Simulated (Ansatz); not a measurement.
## Hypothetical R-3 C: pressure series

Base system: C (space group R-3, No. 148; a = 6.318 Å, c = 3.846 Å (hexagonal axes); a hypothetical phase, not in the database extracts checked).

Cell and atoms are relaxed at each pressure.

All numbers come from Ansatz (a first-principles code) PBEsol, no SOC.

```csv
P (GPa),V (Å³/atom)
-2.00,5.569
-1.00,5.554
0.30,5.535
0.69,5.530
1.50,5.518
3.00,5.497
5.00,5.470
7.50,5.437
10.00,5.405
```

Task: Fit a third-order Birch–Murnaghan equation of state.

Result: Least squares on P(V) = (3B₀/2)[(V₀/V)^(7/3) − (V₀/V)^(5/3)]·[1 + (3/4)(B₀′ − 4)((V₀/V)^(2/3) − 1)] gives V₀ = 5.54 Å³/atom, B₀ = 385 GPa and B₀′ = 4.1.

Load acts through the strain it causes; cell and atoms are relaxed under it. No phonon test of stability was made. Competing high-pressure phases were not computed.
